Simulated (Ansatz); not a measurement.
Consider the following.

```
ZnO
1.0
    3.29900     0.00000     0.00000
   -1.64950     2.85701     0.00000
    0.00000     0.00000     5.09768
Zn O
2 2
Direct
  0.33333   0.66667   0.99232
  0.66667   0.33333   0.49232
  0.33333   0.66667   0.38268
  0.66667   0.33333   0.88268
```

Computed with r2SCAN with spin-orbit coupling, rigid bands (plane waves, PAW; Ansatz, a first-principles code). Condition of this run: biaxial stress in the c plane of -4.4 GPa (compression positive) (the target of the relaxation). Geometry: cell and atoms relaxed with PBEsol, then loaded as said.

Problem. What conductivity effective mass do dilute holes have at 300 K?

Solution. 1.73 (x), 1.73 (y), 3.1 (z) mₑ.

Problem. Predict the electron conductivity mass (n e² τ/σ) at 300 K, by direction if it differs.

Solution. 0.20 (x), 0.20 (y), 0.21 (z) mₑ.

Problem. And the band gap?

Solution. 1.23 eV at this level; semilocal functionals usually fall short of the measured gap.

Rigid bands, one relaxation time for all states, no polarons. Geometry: cell and atoms relaxed with PBEsol.
